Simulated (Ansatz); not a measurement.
## What Sn → C does to Sn

Consider Sn (space group I4_1/amd, No. 141; a = 5.886 Å, c = 3.184 Å).

Modification: full substitution Sn → C, then cell and atoms are relaxed.

Calculations: r2SCAN (Ansatz, an electronic-structure program), no SOC. k-mesh 16×16×16 (Γ-centred); smearing 0.05 eV (Fermi–Dirac), for the changed cell.

```csv
quantity,base,changed,shift
density,7.15 g/cm³,3.54 g/cm³,-3.61 g/cm³
space group,I4_1/amd (No. 141),Fd-3m (No. 227),–
shortest interatomic distance,3.049 Å,1.542 Å,-1.507 Å
band gap,zero,4.36 eV,–
gap character,–,"indirect, Γ → Γ–X (71 % along)",–
electron mass,–,"1.8 mₑ along k, 0.28 mₑ across (off the special points)",–
"hole mass (degenerate bands, along [100])",–,"0.28, 0.28, 0.47 mₑ (at Γ)",–
```

Final structure:

```yaml
crystal:
  lattice:
    - [0.00000, 1.78014, 1.78014]
    - [1.78014, 0.00000, 1.78014]
    - [1.78014, 1.78014, 0.00000]
  atoms:
    - { symbol: C, position: [0.50000, 0.50000, 0.50000] }
    - { symbol: C, position: [0.75000, 0.75000, 0.75000] }
```

Masses are band curvatures over ±0.01 Å⁻¹ around the edge. Along k means along the line from Γ to the band edge. Whether these cells are dynamically stable was not tested. Labels are those of the standard path for the cell's own space group.
